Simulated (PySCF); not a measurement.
PySCF 2.14.0, BP86/def2-svpd, df: Cu(SH)(CNMe) (C[N+]#[C-]->[Cu][SH]), 9 atoms. The geometry is a generated start, not checked to be a minimum at this level.

task: energy
method: bp86
basis: def2-svpd
two-electron scheme: density fitting
mol.max_memory: 3000 MB
mf.max_cycle: 100
mf.init_guess: minao (default)
mf.DIIS: CDIIS (default)
mf.diis_space: 8 (default)
mf.conv_tol: 1e-09 (default)
mf.grids.level: 3 (default)
basis functions: 153
grid points: 120896

```xyz
9

Cu     0.1671     1.3015    -1.6025
S      0.3017     2.6520    -3.3048
H      1.5495     3.0453    -3.1190
C     -0.4002    -1.4697     1.6974
N     -0.2146    -0.5882     0.6431
C     -0.0540     0.1608    -0.2338
H     -0.0438    -1.0118     2.6220
H      0.1569    -2.3888     1.5059
H     -1.4626    -1.7011     1.7918
```

Charge 0 and multiplicity 1 are set for this test and not shown to be the ground state.

One run each on 2 threads, 1 BLAS thread. Values of level_shift (Hartree) tried: 0 (default), 0.1, 0.3, 1.

Q: Which value of level_shift (Hartree) needs the fewest Fock builds, and what happens away from it?

A: Fewest Fock builds, within one of each other: 0 (default) with 20, 0.1 with 20. The count rises to 83 at 1. All converge to one solution.

```csv
level_shift (Hartree),Fock builds,end
0 (default),20,same solution
0.1,20,same solution
0.3,24,same solution
1,83,same solution
```
